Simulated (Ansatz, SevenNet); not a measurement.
For corundum Ga2O3 (metastable phase), the machine-learned potential SevenNet-0 (trained on PBE and PBE+U data) gives:

```
Quantity               Value
------------------  --------
lattice constant a   5.056 Å
c axis length       13.623 Å
```

Task: What does HSE06 (Ansatz, a first-principles code, PAW) give for the same quantities?

Result: 
- lattice constant a: 4.981 Å (shrinks by 1.5 %)
- lattice parameter c: 13.443 Å (shrinks by 1.3 %)

For comparison: lattice constant a 4.982 Å (measured, temperature not stated, not corrected to a static lattice; as tabulated in Marezio, Remeika, J. Chem. Phys. 46, 1862 (1967) (COD 1538347)); lattice parameter c 13.433 Å (measured, temperature not stated, not corrected to a static lattice; as tabulated in Marezio, Remeika, J. Chem. Phys. 46, 1862 (1967) (COD 1538347)).

Changes are worked out from the printed values.

Unless a cell is named, each level is at its own relaxed cell (SevenNet-0 10.05, HSE06 9.63 Å³/atom).

Ansatz's density-functional and Hartree–Fock values are scalar-relativistic unless marked +SOC, with PAW data made under PBE.
